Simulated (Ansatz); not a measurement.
Consider Rh-vacancy pair (Rh on one host Mo site, one Mo site vacant) in bcc Mo, neutral cell. Calculation: PBE, PAW (plane waves to 420 eV; Ansatz, a quantum-chemistry and plane-wave program).

36-site cell at the relaxed PBE lattice, a 2×2×3 k-point mesh shifted by half a step, smearing 0.10 eV, spin-restricted, no finite-size correction. Energies are static. Forms of the defect that were not tried may lie lower.

Barriers: single points on a 3×3×5 k-point mesh shifted by half a step at the bands' geometries (they differ from the bands' own by up to 0.07 eV, and are uncertain by about as much).

The step: Rh and the vacancy change places (Rh-vacancy distance between ideal sites 2.74 Å throughout). Atoms about the jump, Cartesian Å from the middle of the jump, before and after:

```
atom     x0     y0     z0     x1     y1     z1
----  -----  -----  -----  -----  -----  -----
Rh1   -0.76  -0.76  -0.75   0.76   0.76   0.75
Mo2    0.81  -2.36   0.81   0.78  -2.32   0.77
Mo3    2.32  -0.78  -0.77   2.36  -0.81  -0.81
Mo4   -2.36   0.81   0.81  -2.32   0.78   0.77
Mo5   -0.78   2.32  -0.77  -0.81   2.36  -0.81
Mo6    0.81   0.81  -2.40   0.78   0.78  -2.35
Mo7   -0.78  -0.78   2.35  -0.81  -0.81   2.40
Mo8    0.81  -2.36  -2.38   0.78  -2.35  -2.36
Mo9    2.35  -0.78   2.36   2.36  -0.81   2.38
Mo10  -0.78   2.35   2.36  -0.81   2.36   2.38
Mo11  -2.36   0.81  -2.38  -2.35   0.78  -2.36
Mo12  -2.37  -2.37   0.82  -2.36  -2.36   0.79
Mo13   2.36   2.36  -0.79   2.37   2.37  -0.82
```

Question: Give the saddle-point geometry and the barrier.

Answer: 
```
atom      x      y      z
----  -----  -----  -----
Rh1    0.00   0.00  -0.01
Mo2    0.81  -2.42   0.80
Mo3    2.42  -0.81  -0.82
Mo4   -2.42   0.81   0.80
Mo5   -0.81   2.42  -0.82
Mo6    0.80   0.80  -2.46
Mo7   -0.81  -0.81   2.43
Mo8    0.75  -2.32  -2.32
Mo9    2.32  -0.75   2.30
Mo10  -0.76   2.32   2.30
Mo11  -2.33   0.75  -2.32
Mo12  -2.32  -2.32   0.75
Mo13   2.31   2.32  -0.77
```
It lies 0.71 eV above the start and 0.71 eV above the end. The saddle point's order was not checked, and it lies on a symmetry element of the cell, where a band can be held.
